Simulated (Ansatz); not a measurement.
# A computed series for Ga2O3: response to strain

Consider Ga2O3 in the corundum structure (space group R-3c, No. 167; a = 4.950 Å, c = 13.306 Å (hexagonal axes)). Axes: x lies along a and z along c of the hexagonal cell.

Strains are applied to the cell and any free atomic positions relax; under biaxial strain the out-of-plane vector relaxes too.

Level of theory: LDA (Ansatz, a first-principles code; PAW; 420 eV plane waves; without spin-orbit coupling).

| change | band gap | ratio −ε⊥/ε∥ | smallest direct gap |
|---|---|---|---|
| base | 3.04 eV | – | 3.31 eV |
| biaxial strain +0.75 %, plane normal [001], relaxed out of plane | 2.91 eV | – | 3.20 eV |
| biaxial strain +1.50 %, plane normal [001], relaxed out of plane | 2.77 eV | 0.76 | 3.00 eV |
| biaxial strain +2.25 %, plane normal [001], relaxed out of plane | 2.61 eV | 0.75 | 2.80 eV |
| biaxial strain +3.00 %, plane normal [001], relaxed out of plane | 2.45 eV | 0.74 | 2.60 eV |

Stability against distortions was not tested.
